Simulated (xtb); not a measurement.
xtb 6.7.1, GFN2-xTB: cluster of 30 water molecules, 90 atoms. The geometry is a generated start, not checked to be a minimum at this level.

```yaml
run_flags: --md
method: GFN2-xTB
detailed input (--input): $md;  time=0.2;  step=1;  hmass=1;  shake=0;  temp=300; $end
"--acc": 1 (default)
"--etemp (K)": 300 (default)
basis_functions: 180
valence_electrons: 240
```

Machine: one whole node, AMD EPYC (Zen 5), 96 cores on 1 socket, no SMT, 12 L3 cache groups.

Times are wall-clock medians of two to five repeats, from the common launch until the last copy ends, with nothing else on the machine. Unless noted, each process is bound to its own block of adjacent cores. Build: conda-forge: gfortran, OpenMP (GNU), OpenBLAS with its own threads. Other compilers and libraries give other times. Scratch files lie in a memory file system.

Ways to fill 96 cores (the node offers 329 GiB):
- 96 copies of 1 thread
- 12 copies of 8 threads, 1 BLAS thread
- 48 copies of 2 threads, 1 BLAS thread

Task: For throughput over a long queue of such jobs, how should the node be filled?

Result: 96 copies of 1 thread: 17000 jobs an hour. At the low end 12 copies of 8 threads, 1 BLAS thread gives 6000. One job is done soonest with 12 copies of 8 threads, 1 BLAS thread (7.2 s against 20 s). Alone on the node, 8 threads, 1 BLAS thread takes 6.5 s; beside 11 other copies 7.2 s.

```
way                                    time till all copies end  jobs an hour  memory in all, scratch files included
-------------------------------------  ------------------------  ------------  -------------------------------------
96 copies of 1 thread                                      20 s         17000                                1.5 GiB
48 copies of 2 threads, 1 BLAS thread                      13 s         13000                               0.78 GiB
12 copies of 8 threads, 1 BLAS thread                     7.2 s          6000                               0.24 GiB
```
